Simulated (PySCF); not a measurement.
PySCF 2.14.0, B3LYP/def2-svp, df: Hf(OH)2(H)2 ([OH][HfH2][OH]), 7 atoms. The geometry is a generated start, not checked to be a minimum at this level.

```yaml
task: energy
method: b3lyp
basis: def2-svp
two_electron_scheme: density fitting
mol.max_memory: 3000 MB
mf.max_cycle: 100
mf.conv_tol: 1e-09 (default)
mf.grids.level: 3 (default)
effective_core_potentials: those of the basis set, past Kr
basis_functions: 80
grid_points: 91192
```

```xyz
7

Hf    -0.5615    -0.2619    -0.2875
O      1.0114     0.5369    -1.1083
H      1.6307     1.2270    -0.8581
O     -0.0410    -0.2162     1.5818
H      0.7703    -0.1144     2.0838
H     -0.7967    -1.9743    -0.8491
H     -2.0132     0.8029    -0.5625
```

Charge 0 and multiplicity 1 are set for this test and not shown to be the ground state.

With the defaults (mf.DIIS = CDIIS, mf.diis = true, mf.diis_space = 8, mf.damp = 0, mf.diis_start_cycle = 1, mf.init_guess = minao, mf.diis_damp = 0) it converges in 12 Fock builds. One run each on 2 threads, 1 BLAS thread, with these changes:
- mf.diis_space = 3
- mf.DIIS = ADIIS
- mf.init_guess = mod_huckel
- mf.damp = 0.3, mf.diis_start_cycle = 4
- mf.diis = false
- mf.DIIS = EDIIS
- mf.diis_damp = 0.3
- mf.init_guess = atom
- mf.diis_space = 20

### Question
Name the settings that don't reach the solution of the defaults.

### Answer
No convergence: mf.DIIS = EDIIS; mf.diis = false (the run ends without SCF convergence in 100 cycles). The rest reach the solution of the defaults.

```csv
setting,Fock builds,end
the defaults,12,same solution
mf.init_guess = atom,12,same solution
mf.diis_damp = 0.3,12,same solution
mf.diis_space = 20,12,same solution
mf.init_guess = mod_huckel,14,same solution
mf.diis_space = 3,16,same solution
"mf.damp = 0.3, mf.diis_start_cycle = 4",16,same solution
mf.DIIS = ADIIS,20,same solution
mf.DIIS = EDIIS,101,no convergence
mf.diis = false,101,no convergence
```
